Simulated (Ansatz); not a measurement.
The starting structures come from a database of crystals and need not be the phases stable at ambient conditions.

 Where the default PAW files enter, the runs use the earlier of Ansatz's two default sets.

By PBEsol, the system below comes out a metal.

A figure of merit of an interconnect metal is its ballistic conductance per area.

Input:

```
Cu
1.0
    2.53410     0.00000     0.00000
   -1.26705     2.19459     0.00000
    0.00000     0.00000     4.23595
Cu
2
Cartesian
  0.00000   1.46306   1.05899
  1.26705   0.73153   3.17696
```

Space group of this cell: P6_3/mmc, hcp (Mg type). The cell is strained (lengths along the current scaled by 1.03, ions clamped); by PBEsol its mean pressure is -5.9 GPa.

The current flows along the normal of the first two printed cell vectors, the (001) (indices of the unstrained crystal) plane of the conventional cell. No spin-orbit coupling; the value is a mean over 0.1 eV about the Fermi level.

State the ballistic conductance per area according to PBEsol in Ansatz (a program for electronic structure).

1.1 × 10¹⁵ S/m² for both spins.
